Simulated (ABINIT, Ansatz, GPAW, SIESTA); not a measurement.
# Code comparison for Nb2CuSe4 (P3m1, 7 atoms in the cell)

Self-consistent single point.

```xyz
7
Lattice="3.5607 0.0000 0.0000 -1.7804 3.0837 0.0000 0.0000 0.0000 13.9941" Properties=species:S:1:pos:R:3 pbc="T T T"
Nb     0.0000     0.0000     3.5506
Nb     1.7804     1.0279    10.4808
Cu     0.0000     0.0000     0.5119
Se     0.0000     0.0000     8.8460
Se     1.7804     1.0279     5.2013
Se     1.7804     1.0279     1.8517
Se     0.0000     0.0000    12.1559
```

Shared settings, as Ansatz (a first-principles code) writes them: kpoints.mp_grid.grid = 4 4 1; scf.occupations.method = gaussian; scf.occupations.width = 0.2 eV. Potentials and cutoffs stand in the table.

```
code                                                                                                                       model  pressure (GPa)  largest force (eV/Å)       cutoff
------  ------------------------------------------------------------------------------------------------------------------------  --------------  --------------------  -----------
SIESTA  LDA PW92, numerical atomic orbitals DZP, PseudoDojo LDA standard norm-conserving potentials (rewritten from UPF to PSML)           -5.17                 0.188  grid 300 Ry
GPAW                                                               LDA (Perdew-Wang 92), GPAW PAW datasets LDA (gpaw-data 1.0.1)           -8.52                 0.802       800 eV
Ansatz                                                                                       LDA (PW92), PAW files made with PBE           -8.29                 0.755      default
ABINIT                                                                                        LDA (PW92), PAW (JTH v2.0 LDA PAW)           -8.27                 0.755       816 eV
```

Size of the force on each atom (eV/Å): Sizes of forces hide their directions.

```
code      Nb1    Nb2    Cu3    Se4    Se5    Se6    Se7
------  -----  -----  -----  -----  -----  -----  -----
SIESTA  0.033  0.188  0.009  0.038  0.146  0.140  0.007
GPAW    0.032  0.146  0.144  0.724  0.802  0.159  0.339
Ansatz  0.037  0.149  0.152  0.674  0.755  0.067  0.250
ABINIT  0.037  0.152  0.157  0.672  0.755  0.085  0.274
```

On Ansatz's run: spin polarisation is off; with an odd number of electrons in the cell that forces a metal, and a magnetic state may lie lower.

The spread over the programs that give each value: pressure within 3.35 GPa; largest force within 0.614 eV/Å.

SIESTA uses small atom-centred bases, whose incompleteness enters pressures, forces and empty levels differently from a plane-wave cutoff. Ansatz's pressure is given at a fixed set of plane waves, as the other plane-wave codes print theirs. In the pressure, SIESTA (by 3.12) lies more than 1 GPa from the median of the plane-wave programs. In the force vectors, SIESTA (by 0.635) lies more than 0.08 eV/Å from the median of the plane-wave programs.

On the base mesh (5 5 2) the same programs gave: Ansatz pressure -8.49 GPa; ABINIT pressure -8.47 GPa; GPAW pressure -8.73 GPa; SIESTA pressure -5.36 GPa.

The starting cell comes from a database of computed structures (which also holds hypothetical and non-ambient phases and stackings), without a prior relaxation at this level. Its lattice was rescaled by a random factor within 2.5 % of one.

Left out of this page: CP2K (on another mesh); Elk (not drawn, or without a comparable value).

Keys are those of Ansatz 0.2.
